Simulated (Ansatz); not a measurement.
SiO2 (P4₁2₁2, No. 92), treated with LDA (Ansatz, a program for electronic structure, plane waves, PAW).

Numerical settings: plane-wave cutoff 520 eV, 8×8×6 k mesh (along the axes of the cell as run), Fermi–Dirac smearing 0.01 eV, scalar-relativistic PAW data made under PBE.

Cell (relaxed at this level):

Space group P4₁2₁2 (No. 92); a = b = 4.9460 Å, c = 6.8735 Å, α = β = γ = 90.00°

```json
[
 {"atom": "Si", "site": "4a", "symmetry": "..2", "x": "0.3041", "y": "0.3041", "z": "0.0000"},
 {"atom": "O", "site": "8b", "symmetry": "1", "x": "0.2374", "y": "0.1129", "z": "0.1831"}
]
```

Question: Give the computed bulk modulus and band gap.

Answer: 
- bulk modulus: 11.1 GPa
- band gap: 5.55 eV (direct)

Note: the bulk modulus comes from volumes at which shape and atoms were relaxed.

Static lattice: no zero-point or thermal effects.
